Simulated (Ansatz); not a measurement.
**TiAl: uniaxial strain ε_xx = +2.50 %**

The parent structure is TiAl (space group P4/mmm, No. 123; a = 2.796 Å, c = 4.038 Å; relaxed with 0.1 eV smearing). Axes: x, y, z lie along a, b, c of the conventional cell.

One thing is altered: uniaxial strain ε_xx = +2.50 %, all other strain components held at zero, atoms relaxed at fixed cell.

All numbers come from PBEsol (Ansatz, a first-principles code, PAW, without spin-orbit coupling). Γ-centred 21×21×14 mesh, Fermi–Dirac width 0.1 eV.

The volume per atom goes up by 0.39 Å³, from 15.79 Å³ to 16.18 Å³ and the space group changes from P4/mmm (No. 123) to Pmmm (No. 47). The energy increases by 6.0 meV/atom and the pressure (mean of the normal stresses, compression positive) goes from zero to -2.8 GPa. The band gap remains zero and the stress (xx, yy, zz, yz, xz, xy; compression positive) amounts to (-4.7, -1.5, -2.2, 0.0, 0.0, 0.0) GPa.

Final structure:

```
CELL_PARAMETERS angstrom
      2.86620     0.00000     0.00000
      0.00000     2.79629     0.00000
      0.00000     0.00000     4.03814
ATOMIC_POSITIONS crystal
  Ti 0.00000 0.00000 0.00000
  Al 0.50000 0.50000 0.50000
```

Whether these cells are dynamically stable was not tested. All final runs are without spin polarisation.
